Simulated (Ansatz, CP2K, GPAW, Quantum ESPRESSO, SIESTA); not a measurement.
**Code comparison for Mg3GaO4 (Pm-3m, 8 atoms in the cell)**

Self-consistent single point, at a second geometry (lattice scaled by 0.98). First geometry:

```xyz
8
Lattice="4.3635 0.0000 0.0000 0.0000 4.3635 0.0000 0.0000 0.0000 4.3635" Properties=species:S:1:pos:R:3 pbc="T T T"
Mg     0.0000     2.1817     2.1817
Mg     2.1817     0.0000     2.1817
Mg     2.1817     2.1817     0.0000
Ga     0.0000     0.0000     0.0000
O      2.1817     0.0000     0.0000
O      0.0000     2.1817     0.0000
O      0.0000     0.0000     2.1817
O      2.1817     2.1817     2.1817
```

Shared settings, as Ansatz (an electronic-structure program) writes them: kpoints.mp_grid.grid = 8 8 8; scf.occupations.method = fermi_dirac; scf.occupations.width = 0.05 eV. Potentials and cutoffs stand in the table.

```tsv
code	model	ΔF from the first geometry (meV/atom)	pressure (GPa)	cutoff
GPAW	PBEsol, GPAW PAW datasets PBEsol (made by gpaw-setup)	2.0	–	950 eV
Quantum ESPRESSO	PBEsol, GBRV 1.5 ultrasoft (PBESOL) pseudopotentials	0.7	4.73	50 Ry
Ansatz	PBEsol, PAW files made with PBE	-0.4	4.35	420 eV
CP2K	PBEsol, GPW, DZVP-MOLOPT-SR-GTH basis, GTH-PBE potentials (GTH_POTENTIALS)	14.5	8.73	grid 1000 Ry
SIESTA	GGA PBEsol, numerical atomic orbitals DZP, PseudoDojo PBEsol standard norm-conserving potentials (rewritten from UPF to PSML)	4.5	6.35	grid 300 Ry
```

A dash marks a value that a program does not give, or that is left out as unsure.

The spread over the programs that give each value: ΔF from the first geometry within 14.9 meV/atom; pressure within 4.38 GPa.

CP2K and SIESTA use small atom-centred bases, whose incompleteness enters pressures, forces and empty levels differently from a plane-wave cutoff. Ansatz's pressure is given at a fixed set of plane waves, as the other plane-wave codes print theirs; with its correction for the finite basis it is 4.75 GPa (the shift of 0.40 GPa shows how far the cutoff is from converged). The pressure of GPAW is left out: its cutoff lies under the one at which its stress was checked. In the pressure, CP2K (by 4.19) and SIESTA (by 1.81) lie more than 1 GPa from the median of the plane-wave programs.

The starting cell comes from a database of computed structures (which also holds hypothetical and non-ambient phases and stackings), without a prior relaxation at this level. For this run, on top of that: lattice scaled by 0.98.

Keys are those of Ansatz 0.2.
